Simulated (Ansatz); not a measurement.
An Ansatz (a quantum-chemistry and plane-wave program) input (PBE (Ansatz), no spin-orbit coupling):

Ansatz 0.2 input:
```yaml
crystal:
  lattice:
    - [0, 1.9264492742, 1.9264492742]
    - [1.9264492742, 0, 1.9264492742]
    - [1.9264492742, 1.9264492742, 0]
  atoms:
    - { symbol: Pt, position: [0, 0, 0] }
basis: { ecutwfc: 420, ecutrho_ratio: 4, xc_grid: 2, fft_grid_basis: typed }
kpoints: { mp_grid: { grid: [28, 28, 28] } }
hamiltonian:
  xc: pbe
  dispersion: none
  pseudopotentials: { kind: paw }
scf: { occupations: { method: fermi_dirac, width: 0.1 }, convergence: { dr2_threshold: 0.0000000001 } }
relax: { f_tol: 0.005, max_steps: 50 }
output: { forces: true, stress: true }
checkpoint: { write: state.ck, write_every: 1000 }
```

Problem. Which symmetry and how many k-points will the program report, and about how many plane waves at Γ?

Solution. Space group Fm-3m (ITA 225) with 48 operations, k-points 624 of 21952, and 283 plane waves at Γ.

Problem. And the final pressure?

Solution. 28.83 GPa (compression positive).

The cells carry an imposed strain or load. Stability against distortions was not tested. The final runs are not spin-polarised. The cell was made from Pt in the fcc (Cu type) structure (space group Fm-3m, No. 225) by this change: isotropic strain −3.00 %.
